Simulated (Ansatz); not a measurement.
The starting structures come from a database of crystals and need not be the phases stable at ambient conditions.

Inside the gap of an insulator the Bloch states are evanescent, with a wavenumber k + iκ along the transport direction.

Consider the following.

```xyz
10
Lattice="5.6456 0.0000 0.0000 0.0256 5.6455 0.0000 2.8100 -2.8228 3.9830" Properties=species:S:1:pos:R:3 pbc="T T T"
Sr     2.8228     0.0000     1.9915
Sr     5.6584     2.8228     1.9915
Ti     0.0000     0.0000     0.0000
Ti     2.8356     2.8228     0.0000
O      1.4306     4.2342     0.1670
O      7.0506    -1.4114     3.8160
O      5.5278     0.1183     1.9915
O      2.9534     2.7044     1.9915
O      1.4178     1.4114     0.0000
O      4.2534     4.2342     0.0000
```

Space group of this cell: I4/mcm. The cell is strained (all lengths scaled by 1.02); by r2SCAN its mean pressure is -10.5 GPa.

Transport runs along the normal of the first two printed cell vectors, the (110) plane of the conventional cell.

The gap is the functional's own, uncorrected, and κ follows it; spin-orbit coupling is left out. Mid-gap values are interpolated between the computed energies.

Estimate the band gap and the smallest decay constant κ at mid-gap that r2SCAN (Ansatz, a program for electronic structure) returns for this system.

Gap 2.18 eV on a 8×8×8 mesh; κ = 0.259 1/Å, at the zone centre.
